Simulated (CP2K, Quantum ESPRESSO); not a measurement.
## Equation of state of rock-salt PbTe (space group 225): energy against volume (CP2K, PBE)

```
CELL_PARAMETERS angstrom
      4.48669     0.00000     0.00000
      2.24334     3.88558     0.00000
      2.24334     1.29520     3.66337
ATOMIC_POSITIONS crystal
  Te 0.50000 0.50000 0.50000
  Pb 0.00000 0.00000 0.00000
```

Method: CP2K with PBE, GPW, DZVP-MOLOPT-SR-GTH basis, GTH-PBE potentials (GTH_POTENTIALS). Settings: CUTOFF = 520 Ry; REL_CUTOFF = 50 Ry; SMEAR/METHOD = FERMI_DIRAC; ELECTRONIC_TEMPERATURE = 116.05 K; KPOINTS/SCHEME = MONKHORST-PACK 9 9 9; XC_FUNCTIONAL = PBE; Te/BASIS_SET = DZVP-MOLOPT-SR-GTH-q6; Te/POTENTIAL = GTH-PBE-q6; Pb/BASIS_SET = DZVP-MOLOPT-SR-GTH-q4; Pb/POTENTIAL = GTH-PBE-q4; METHOD = GPW; EPS_DEFAULT = 1e-11; NGRIDS = 4; SCF_GUESS = ATOMIC; EPS_SCF = 1e-06; MAX_SCF = 100. The cell above is the first row's. The rows scale it uniformly. In all rows fractional positions and the k mesh are held. E is the free energy at the stated smearing, counted from the lowest row.

```
V (Å^3/atom)  E (meV/atom)
------------  ------------
31.932                   ?
32.627               30.87
33.321               16.77
34.015                7.23
34.709                1.78
35.403                0.00
36.098                1.51
36.792                5.96
37.486               13.07
```

Problem. Using the third-order Birch-Murnaghan form, a cubic in V^(-2/3), estimate the missing E at V = 31.932 from the other rows, showing the fit.

Solution. With u = V^(-2/3) - 0.0935, the rows have u = 0.0044374, 0.0030728, 0.0017547, 0.0004807, -0.0007516, -0.0019459, -0.0031008, -0.0042201. Least squares gives E = 0.680 + 1750.4·u + 1124213·u² + 3279525·u³. Residuals (row less fit): 0.000, 0.001, -0.001, -0.002, 0.002, 0.003, -0.004, 0.002; standard error 0.003 (degrees of freedom: 4). Its minimum lies at u = -0.0007812, so V0 = (0.0927188)^(-3/2) = 35.42. There d²E/du² = 2233000 and d³E/du³ = 1.968e7, so B0 = (4/9) × 35.42^(-7/3) × 2233000 × 0.160218 = 38.6 GPa (the last factor turns the table's units into GPa), and B0' = 4 + (2/3) × 0.0927188 × (1.968e7)/2233000 = 4.5. The program's pressures in the fitted runs (not shown) pass through zero at V = 35.42, 0.00 % from this V0. At the withheld row, u = 0.0058534, so E = 0.680 + 1750.4 × 0.0058534 + 1124213 × 0.0058534² + 3279525 × 0.0058534³ = 50.102 meV/atom. The calculation gives 50.07 meV/atom, 0.032 meV/atom below the prediction (0.1 % of the range of E in the table). The row lies outside the fitted rows, so this is an extrapolation. From the scatter of the fitted rows alone, a prediction at this place has a standard error of 0.009 meV/atom, so the miss is 3.5 times that.

Carrying the step between the two nearest rows on in a straight line would have given 44.99, off by 5.08; series whose last step already gives the withheld value aren't shown. The scan was laid around a cell of about the measured size, scaled by a guess for this functional. The runs keep the symmetry of the cell, so they don't test it for distortions. A plane-wave scan with the same functional (Quantum ESPRESSO, GBRV) gives V0 = 35.33 Å^3/atom and B0 = 38.7 GPa; a Birch-Murnaghan fit to all rows here lies 0.3 % from it in V0 and 0 % in B0; the two differ in basis, and may differ in potentials and mesh. Values carry the incompleteness of an atom-centred basis. Spin-orbit coupling is off. Cutoffs and mesh are single choices, not tested for convergence of this quantity. Series with a scatter that would blur these digits, or in which a gap closes, are not shown. Nor are scans whose minimum lies at an end fitted in this form.

Terms beyond the fitted order, or numerical noise in single rows, can give a miss of this size; the table doesn't tell which.
